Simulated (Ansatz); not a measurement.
The parent structure is MgI$_{2}$ in the CdI2 type structure (space group P-3m1, No. 164; layered, stacked along the Cartesian z axis).

```
CELL_PARAMETERS angstrom
      4.05970     0.00000     0.00000
     -2.02985     3.51581     0.00000
      0.00000     0.00000     6.58024
ATOMIC_POSITIONS crystal
  Mg 0.00000 0.00000 0.00000
  I  0.33333 0.66667 0.25401
  I  0.66667 0.33333 0.74599
```

Cartesian axes are those of the cell as printed.

The values are results of PBEsol-D3(BJ) (Ansatz, an electronic-structure program, PAW, no spin-orbit coupling), not measurements.

Base values:

```
Property                                Value
-------------  ------------------------------
Pressure                             0.00 GPa
Gap character  indirect, Γ → L–M (40 % along)
```

Now apply this change: biaxial strain +3.00 %, plane normal [001], relaxed out of plane (Cartesian); in-plane vectors clamped, the third vector and the atoms free.

### Question
What happens to the out-of-plane strain, pressure and gap character?

### Answer
The out-of-plane strain amounts to -1.95 %; the pressure (mean of the normal stresses, compression positive) goes from zero to -1.09 GPa; the gap character stays indirect, Γ → L–M (40 % along).

Spin-orbit coupling, missing from the scalar runs, can matter with I. Whether these cells are dynamically stable was not tested.
